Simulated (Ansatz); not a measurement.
The starting structures come from a database of crystals and need not be the phases stable at ambient conditions.

 Where the default PAW files enter, the runs use the earlier of Ansatz's two default sets.

The decay constant κ of evanescent states in the gap governs leakage through a thin film.

Given:

```
CELL_PARAMETERS angstrom
      5.86646     0.10385     0.02853
     -2.56259     5.27819     0.02853
      1.63699     2.66667     3.18617
ATOMIC_POSITIONS crystal
  Li 0.62502 0.37498 0.25000
  Li 0.37498 0.62502 0.75000
  Al 0.12500 0.87500 0.25000
  Al 0.87500 0.12500 0.75000
  H  0.39141 0.96880 0.81283
  H  0.60859 0.03120 0.18717
  H  0.03120 0.60859 0.68717
  H  0.96880 0.39141 0.31283
  H  0.21836 0.29575 0.67307
  H  0.78164 0.70425 0.32693
  H  0.70425 0.78164 0.82693
  H  0.29575 0.21836 0.17307
```

Space group of this cell: I4_1/a. The cell was relaxed by PBE-D3(BJ); by r2SCAN its mean pressure is 1.5 GPa.

Transport runs along the normal of the first two printed cell vectors, the (001) plane of the conventional cell.

The gap is the functional's own. No spin-orbit coupling. Mid-gap values are interpolated on the energy grid.

Estimate the band gap and the smallest decay constant κ at mid-gap that Ansatz (a quantum-chemistry and plane-wave program) with r2SCAN returns for this system.

Gap 4.33 eV on a 10×10×10 mesh; κ = 0.343 1/Å, at (0.333, 0.333) of the in-plane reciprocal vectors. At the zone centre, at the nearest computed energy, the slowest state has κ = 0.36 1/Å.
